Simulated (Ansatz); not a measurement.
Base system: InAs in the zinc blende structure (space group F-43m, No. 216; a = 6.0874 Å).

It is then changed as follows: B takes the place of In on all its sites; the structure is relaxed again.

Levels (all Ansatz, a quantum-chemistry and plane-wave program, PAW, earlier PAW set): PBEsol (420 eV, no SOC); PBEsol+SOC (420 eV, noncollinear with spin-orbit coupling).

The geometry is relaxed with PBEsol.

| Property | Value |
|---|---|
| PBEsol lowest conduction level above the VBM at special points | X 1.32 eV; K 1.95 eV; U 1.95 eV; L 2.68 eV |
| PBEsol valence-band top at Γ | 0.00, 0.00, 0.00 eV |
| PBEsol pressure | 0.00 GPa |

Task: What does PBEsol+SOC give at this geometry for the lowest conduction level above the VBM at special points, valence-band top at Γ and pressure?

Result: The lowest conduction level above the VBM at special points goes from X 1.32 eV; K 1.95 eV; U 1.95 eV; L 2.68 eV to X 1.25 eV; K 1.87 eV; U 1.87 eV; L 2.62 eV; the valence-band top at Γ (three highest Kramers pairs, from the VBM) changes from 0.00, 0.00, 0.00 eV to 0.00, 0.00, -0.21 eV; the pressure is nearly the same (0.00 GPa against -0.01 GPa). The threefold valence maximum splits by Δso ≈ 0.21 eV.

Single points use the geometry relaxed with PBEsol. Differences between runs with and without spin-orbit coupling are approximate. The levels and masses belong to the bands next to the band gap. Stability against distortions was not tested. The runs without spin-orbit coupling are not spin-polarised.
